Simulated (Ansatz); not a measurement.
## fcc Rh (0 0 1) on tetragonal BaTiO3 (0 0 1) (film strained to the substrate, started from cuts of the bulks and a machine-learned relaxation; slabs Ba4Ti4O12 and Rh12, which can lie off the formulas)

A periodic stack without vacuum, fcc Rh (0 0 1) on tetragonal BaTiO3 (0 0 1) (film strained to the substrate, started from cuts of the bulks and a machine-learned relaxation; slabs Ba4Ti4O12 and Rh12, which can lie off the formulas): substrate slab Ba4Ti4O12, film Rh12, surface cells [[0, 1], [-1, 0]] and [[0, -1], [2, 1]], film strained by +4.1 and +4.1 %, outermost planes OTi/BaO and Rh/Rh as cut, which need not be the usual terminations and can put a slab off its formula.

The start was prepared with a machine-learned potential, and the result is one local minimum, with the in-plane cell held and forces under 0.04 eV/Å; the film can end far from its bulk form.

Level of theory: PBE (plane waves to 420 eV, PAW; Ansatz, a first-principles code). Scalar-relativistic, without spin–orbit coupling; the runs are not spin-polarised; PBE gaps are too small against experiment. Its k-point mesh 8×8×1, Fermi–Dirac width 0.05 eV.

| Item | Result |
|---|---|
| interface area | 15.9 Å² |
| period | 29.19 Å |
| heights between the nearest atoms of the two slabs at the two interfaces | 3.21 and 2.05 Å |
| Rh–Ti contacts across the interfaces within 1.22 times the sum of covalent radii | 4, mean 2.95 Å |
| Ba–Rh contacts across the interfaces within 1.22 times the sum of covalent radii | 3, mean 3.75 Å |
| O–Rh contacts across the interfaces within 1.22 times the sum of covalent radii | 2, mean 2.05 Å |
| estimate of the barrier | withheld, since the two interfaces are unlike |

```yaml
crystal:
  lattice:
    - [3.98552, 0.00113, -0.04005]
    - [0.00023, 3.98343, 0.13505]
    - [-0.62562, 2.65593, 29.30616]
  atoms:
    - { symbol: Ba, position: [0.97618, 0.10367, 0.11099] }
    - { symbol: Ti, position: [0.45833, 0.66773, 0.04028] }
    - { symbol: O, position: [0.47286, 0.60922, 0.10354] }
    - { symbol: O, position: [0.45883, 0.17349, 0.03608] }
    - { symbol: O, position: [0.95875, 0.67403, 0.03604] }
    - { symbol: Ba, position: [0.01696, 0.97786, 0.25445] }
    - { symbol: Ti, position: [0.50606, 0.54768, 0.18486] }
    - { symbol: O, position: [0.50864, 0.47835, 0.24721] }
    - { symbol: O, position: [0.48582, 0.03309, 0.17816] }
    - { symbol: O, position: [0.98332, 0.53579, 0.17814] }
    - { symbol: Ba, position: [0.05609, 0.84945, 0.39856] }
    - { symbol: Ti, position: [0.54594, 0.42038, 0.32882] }
    - { symbol: O, position: [0.54781, 0.35058, 0.39107] }
    - { symbol: O, position: [0.52434, 0.90403, 0.32205] }
    - { symbol: O, position: [0.02146, 0.40693, 0.32203] }
    - { symbol: Ba, position: [0.09622, 0.71904, 0.54325] }
    - { symbol: Ti, position: [0.58055, 0.28596, 0.47317] }
    - { symbol: O, position: [0.58477, 0.22169, 0.53457] }
    - { symbol: O, position: [0.56577, 0.77956, 0.46683] }
    - { symbol: O, position: [0.06449, 0.28031, 0.46684] }
    - { symbol: Rh, position: [0.38160, 0.47193, 0.71306] }
    - { symbol: Rh, position: [0.88415, 0.97093, 0.71293] }
    - { symbol: Rh, position: [0.86954, 0.52610, 0.65391] }
    - { symbol: Rh, position: [0.36716, 0.02512, 0.65330] }
    - { symbol: Rh, position: [0.41330, 0.35379, 0.84071] }
    - { symbol: Rh, position: [0.91262, 0.85395, 0.84072] }
    - { symbol: Rh, position: [0.89765, 0.41233, 0.77682] }
    - { symbol: Rh, position: [0.39882, 0.91282, 0.77704] }
    - { symbol: Rh, position: [0.44193, 0.23878, 0.96576] }
    - { symbol: Rh, position: [0.94196, 0.73883, 0.96576] }
    - { symbol: Rh, position: [0.92782, 0.29544, 0.90439] }
    - { symbol: Rh, position: [0.42730, 0.79591, 0.90328] }
```
